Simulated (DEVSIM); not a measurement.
System: Schottky contact on p-type GaAs, at 300 K.

| layer (left to right) | material | thickness (μm) | Na (cm⁻³) | τn (s) | τp (s) |
|---|---|---|---|---|---|
| 1 | GaAs | 3.70 | 2.9e16 | 2.8e-10 | 9.4e-10 |

Left contact: Schottky, work function 4.504 eV, emission velocity 1.8e6 cm/s. Right contact: ohmic. Voltage is applied to the left contact. Recombination: SRH at mid-gap, radiative, Auger. Mobility is μmin + (μ − μmin)/(1 + (N/Nref)^α).

Constants are typed, rounded textbook-type inputs, not results; the design itself was drawn at random and stands for no fabricated device. Values at 300 K.

| parameter | GaAs |
|---|---|
| gap (eV) | 1.424 |
| affinity (eV) | 4.07 |
| permittivity | 12.9 |
| Nc (cm⁻³) | 4.7e17 |
| Nv (cm⁻³) | 9e18 |
| μn (cm²/Vs) | 8500 |
| μp (cm²/Vs) | 400 |
| μn,min | 500 |
| μp,min | 20 |
| Nref,n | 6e16 |
| Nref,p | 1.5e17 |
| αn | 0.39 |
| αp | 0.38 |
| B (cm³/s) | 2e-10 |
| Cn (cm⁶/s) | 1e-30 |
| Cp (cm⁶/s) | 1e-30 |

DEVSIM, 1D drift-diffusion, Boltzmann statistics, complete ionisation; no tunnelling, impact ionisation, image-force lowering or self-heating. Metal contacts follow the ideal Schottky-Mott rule: no Fermi-level pinning, no interface dipoles.

Question: Tabulate band edges, carrier densities and field at zero bias.

Answer: Energies count from the Fermi level of the right contact; mesh points crowd at the junctions.

| x (μm) | Ec (eV) | Ev (eV) | n (cm⁻³) | p (cm⁻³) | field (V/cm) |
|---|---|---|---|---|---|
| 0.000 | 0.434 | -0.990 | 2.4e10 | 210 | 81000 |
| 0.01063 | 0.518 | -0.906 | 9.2e8 | 5500 | 77000 |
| 0.02797 | 0.646 | -0.778 | 6600000 | 770000 | 70000 |
| 0.05083 | 0.796 | -0.628 | 20000 | 2.5e8 | 61000 |
| 0.1026 | 1.056 | -0.368 | < 1e2 | 5.8e12 | 40000 |
| 0.1580 | 1.214 | -0.210 | < 1e2 | 2.7e15 | 18000 |
| 0.2377 | 1.272 | -0.152 | < 1e2 | 2.5e16 | 1500 |
| 0.4179 | 1.276 | -0.148 | < 1e2 | 2.9e16 | ≈ 0 |
| 0.6112 | 1.276 | -0.148 | < 1e2 | 2.9e16 | ≈ 0 |
| 0.9264 | 1.276 | -0.148 | < 1e2 | 2.9e16 | ≈ 0 |
| 1.342 | 1.276 | -0.148 | < 1e2 | 2.9e16 | ≈ 0 |
| 2.192 | 1.276 | -0.148 | < 1e2 | 2.9e16 | ≈ 0 |
| 2.658 | 1.276 | -0.148 | < 1e2 | 2.9e16 | ≈ 0 |
| 2.982 | 1.276 | -0.148 | < 1e2 | 2.9e16 | ≈ 0 |
| 3.285 | 1.276 | -0.148 | < 1e2 | 2.9e16 | ≈ 0 |
| 3.418 | 1.276 | -0.148 | < 1e2 | 2.9e16 | ≈ 0 |
| 3.520 | 1.276 | -0.148 | < 1e2 | 2.9e16 | ≈ 0 |
| 3.582 | 1.276 | -0.148 | < 1e2 | 2.9e16 | ≈ 0 |
| 3.640 | 1.276 | -0.148 | < 1e2 | 2.9e16 | ≈ 0 |
| 3.666 | 1.276 | -0.148 | < 1e2 | 2.9e16 | ≈ 0 |
| 3.683 | 1.276 | -0.148 | < 1e2 | 2.9e16 | ≈ 0 |
| 3.700 | 1.276 | -0.148 | < 1e2 | 2.9e16 | ≈ 0 |
